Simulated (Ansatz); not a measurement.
**Ansatz (a first-principles code) run on BaO (Fm-3m, 2 atoms in the cell): self-consistent single point**

Method of the run: PBE (plane waves, PAW; Ansatz).

This input was run:

Ansatz 0.2 input:
```yaml
crystal:
  lattice:
    - [0.00000000, 2.76169000, 2.76169000]
    - [2.76169000, 0.00000000, 2.76169000]
    - [2.76169000, 2.76169000, 0.00000000]
  atoms:
    - { symbol: Ba, position_ang: [0.00000000, 0.00000000, 0.00000000] }
    - { symbol: O, position_ang: [2.76169000, 2.76169000, 2.76169000] }
basis:
  ecutwfc: 420.0 eV
kpoints:
  mp_grid: { grid: [8, 8, 8] }
hamiltonian:
  xc: pbe
  pseudopotentials: { kind: paw }
scf:
  occupations: { method: fermi_dirac, width: 0.05 eV }
output:
  forces: true
  eigenvalues: true
  stress: true
```

Output, abridged:

```
WARN ansatz: RAYON_NUM_THREADS=1 ignored (pool sized by the plan → 1); use --threads N
Pseudopotentials: kind: paw
Pseudopotential: Ba, paw, valence charge 10
Pseudopotential: O, paw, valence charge 6
Crystal: 2 atoms, lattice volume = 42.126 Å³
Basis set: ecut = 420 eV, 869 PW (Γ), exchange–correlation on 54×54×54 points (8 copies of the dense FFT grid, shifted against one another)
Bands: 12, of which v1, the nominal top of the filled ones, is band 8 counted from 1 (7 counted from 0)
Symmetry: 48 space group operations
Space group: Fm-3m (ITA 225), of the structure as read, at distance tolerance 3.5e-5 Å
k-points: 29 of 512
Initial density: superposition of atomic densities (neutral atoms: chi_scale 0, normalization atom), corrected by the library's trained network
Initial wavefunctions: pseudopotential atomic-orbital guess
Eigensolver: davidson
Functional: x = pbe(κ = 0.804, μ = 0.2195149727645171), c = pbe(β = 0.06672455060314922)
SCF iter   1: F=—  HF=-6519.539008 eV  |F-HF|=—  |Δ(HF+E_count)|=         —  Δρ=5.38e-4  dr2=3.58e-5  ethr=1.77e-3  ⟨swp⟩=8.2  Hψ=2774  notcnv=0
all-band conjugate gradients solve this SCF's bands
preconditioner: auto → none
SCF iter   2: F=—  HF=-6519.539281 eV  |F-HF|=—  |Δ(HF+E_count)|=   2.73e-4  Δρ=9.09e-4  dr2=4.26e-4  ethr=2.24e-7  ⟨swp⟩=3.0  Hψ=939  notcnv=0
SCF iter   3: F=—  HF=-6519.539267 eV  |F-HF|=—  |Δ(HF+E_count)|=   1.33e-5  Δρ=3.63e-4  dr2=7.20e-5  ethr=2.24e-7  ⟨swp⟩=2.0  Hψ=551  notcnv=0
SCF iter   4: F=—  HF=-6519.539308 eV  |F-HF|=—  |Δ(HF+E_count)|=   4.05e-5  Δρ=1.94e-4  dr2=1.76e-5  ethr=2.24e-7  ⟨swp⟩=2.0  Hψ=551  notcnv=0
SCF iter   5: F=—  HF=-6519.539306 eV  |F-HF|=—  |Δ(HF+E_count)|=   2.43e-6  Δρ=1.07e-4  dr2=5.58e-6  ethr=1.10e-7  ⟨swp⟩=1.0  Hψ=348  notcnv=0
SCF iter   6: F=—  HF=-6519.539305 eV  |F-HF|=—  |Δ(HF+E_count)|=   9.77e-7  Δρ=3.46e-5  dr2=6.03e-7  ethr=3.48e-8  ⟨swp⟩=1.9  Hψ=392  notcnv=0
SCF iter   7: F=-6519.539304 eV  HF=-6519.539305 eV  |F-HF|=5.03e-8  |Δ(HF+E_count)|=   9.30e-8  Δρ=1.05e-5  dr2=5.74e-8  ethr=6.25e-10  ⟨swp⟩=3.4  Hψ=1411  notcnv=0
SCF 1 converged in 7 iterations: F = -6519.539304 eV  dr2 = 5.74e-8
SCF converged after 7 iterations
Free energy (F): -6519.539304 eV
Harris-Foulkes:  -6519.539305 eV  (|F-HF|=5.03e-8)
Internal energy: -6519.539304 eV  (E = F + TS)
E sigma→0 (E₀):  -6519.539304 eV
Fermi energy:    9.731155 eV
--- Per-component energies (eV) ---
  E_band       = -13.043131
  E_kinetic    = 345.320431
  E_local      = -558.406607  (includes V_loc(G=0)·N_el)
  E_nonlocal   = 105.071401
  E_hartree    = 199.280532
  E_xc         = -244.105739
  E_vxc        = -232.693478  (∫ρ·V_xc dr)
  E_paw        = -5383.446434  (= ΣΔE_a)
  E_vpaw       = -70.893073  (= ΣTr[D̂ρ^β])
  E_aug_tail   = 0.002373  (compensation charges beyond the density's cutoff)
  E_ewald      = -983.255261
  E_smearing   = -0.000000  (= −TS)
  E_closure    = 0.000000  (closes the sum)
  Σ components = -6519.539304   (vs F -6519.539304, Δ=0.00e0)
--- Forces (eV/Å), atoms counted from 1 ---
  atom   1  Ba    -0.00000000     0.00000000     0.00000000
  atom   2  O      0.00000000    -0.00000000     0.00000000
  max |Σ_I F_I| component: 2.08e-29 eV/Å
--- Stress (GPa, compression-positive) ---
        1.997924       0.000000       0.000000
       -0.000000       1.997924      -0.000000
       -0.000000      -0.000000       1.997924
  P = ⅓ Tr σ = 1.9979 GPa (19.979 kbar)
  The stress holds the Pulay correction. Without it, at fixed plane waves, as pw.x and ABINIT print it: P = 1.7161 GPa
--- Band table (eV; the first three rows and the last of 29) ---
  k-point 0: bands = ["-17.1099", "-6.3394", "-1.6118", "-1.6118", "-1.6118", "8.2279", "8.2279", "8.2279", "12.3377", "13.4448", "13.4448", "13.4448"]
  k-point 1: bands = ["-17.0723", "-6.4479", "-1.6512", "-1.6301", "-1.6301", "7.9201", "8.0484", "8.0484", "12.9547", "13.2512", "13.7086", "13.7086"]
  k-point 2: bands = ["-16.9792", "-6.7107", "-1.7403", "-1.6735", "-1.6735", "7.3383", "7.6605", "7.6605", "13.0868", "14.4338", "14.4338", "14.5307"]
  k-point 28: bands = ["-16.7649", "-6.7266", "-2.7019", "-2.7019", "-1.6878", "7.3192", "8.4814", "8.4814", "13.2343", "13.2343", "15.6309", "18.0358"]
```

The run converged in 7 iterations.

The starting cell has typed, rounded lattice constants, without a prior relaxation at this level. Its lattice was rescaled by up to half a per cent. Ansatz's pressure includes its estimate of the finite-basis (Pulay) stress.
